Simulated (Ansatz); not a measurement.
The starting structures come from a database of crystals and need not be the phases stable at ambient conditions.

 Where the default PAW files enter, the runs use the earlier of Ansatz's two default sets.

# Evanescent states of SrHfN2 (R-3m, not sure to be the ambient phase, 4 atoms a cell, 14.4 Å³ an atom, -2 GPa at this level) along the normal of (101)

All values below come from r2SCAN (plane waves, PAW; Ansatz, a quantum-chemistry and plane-wave program).

The gap is the functional's own. No spin-orbit coupling. Mid-gap values are interpolated on the energy grid.

Energies count from the valence-band top; κ is the least over a 10×6 mesh across the current.

```csv
E (eV),κ (1/Å),where
0.03,0.037,Γ
0.07,0.063,Γ
0.12,0.080,Γ
0.17,___,Γ
0.23,___,Γ
0.28,___,Γ
0.33,___,off Γ
0.38,___,off Γ
0.42,___,off Γ
0.47,___,off Γ
0.53,0.083,off Γ
0.57,0.066,off Γ
0.62,0.040,off Γ
```

### Question
Complete the blanks.

### Answer

- 0.17, κ (1/Å): 0.094
- 0.23, κ (1/Å): 0.106
- 0.28, κ (1/Å): 0.116
- 0.33, κ (1/Å): 0.124
- 0.38, κ (1/Å): 0.117
- 0.42, κ (1/Å): 0.107
- 0.47, κ (1/Å): 0.097
